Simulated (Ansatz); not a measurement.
LiCl (P6₃mc, No. 186, 4 atoms in the cell; start mp-1185319; a measured phase of this formula has another space group), treated with PBEsol (Ansatz, an electronic-structure program, PAW).

Numerical settings: plane-wave cutoff 520 eV, 12×12×6 k mesh (along the axes of the cell as run), Fermi–Dirac smearing 0.01 eV, scalar-relativistic PAW data made under PBE.

The cell is the one relaxed with PBEsol. Conventional cell: a = 3.8822 Å, b = 3.8822 Å, c = 6.1755 Å, α = 90.00°, β = 90.00°, γ = 120.00°.

```yaml
crystal:
  lattice:
    - [3.88215, 0.00000, 0.00000]
    - [-1.94108, 3.36204, 0.00000]
    - [0.00000, 0.00000, 6.17545]
  atoms:
    - { symbol: Li, position: [0.66667, 0.33333, 0.87874] }
    - { symbol: Li, position: [0.33333, 0.66667, 0.37874] }
    - { symbol: Cl, position: [0.66667, 0.33333, 0.49626] }
    - { symbol: Cl, position: [0.33333, 0.66667, 0.99626] }
```

Task: List the 10 lowest band energies at Γ above −25 eV (eV, relative to the valence band maximum), grouping those that round alike.

Result: At Γ: -12.83, -12.48, -2.23, -0.46 (×2), -0.11 (×2), 0.00, 5.84, 8.08.

A start named mp-… is a Materials Project structure, which need not be a measured phase.
